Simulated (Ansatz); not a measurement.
# Ta2O5 (C2/m, No. 12, 7 atoms in the cell; start mp-1218141)

Method: PBEsol (plane waves, PAW; Ansatz, an electronic-structure program).

Settings: plane-wave cutoff 520 eV, 10×10×10 k mesh, Fermi–Dirac smearing 0.01 eV, scalar-relativistic PAW data made under PBE.

Cell (relaxed with PBE-D3(BJ)):

Space group C2/m (No. 12); a = 13.067 Å, b = 3.850 Å, c = 3.892 Å, α = γ = 90.00°, β = 90.31°

| atom | site | symmetry | x | y | z |
|---|---|---|---|---|---|
| Ta | 4i | m | 0.1457 | 0.0000 | 0.5267 |
| O | 4i | m | 0.1485 | 0.0000 | 0.0075 |
| O | 4i | m | 0.3150 | 0.0000 | 0.4986 |
| O | 2c | 2/m | 0.5000 | 0.5000 | 0.5000 |
(The calculation used a cell of 7 atoms; values per cell refer to that cell.)

```yaml
band_gap: 2.27 eV
smallest_direct_gap_on_the_k_points_sampled: 3.01 eV
```

Note: cell and atoms aren't relaxed at this level (largest force component 0.08 eV/Å, pressure -3.1 GPa).

Spin–orbit coupling is not included.

Computing time: roughly 5 core-minutes.

A start named mp-… is a Materials Project structure, which need not be a measured phase.
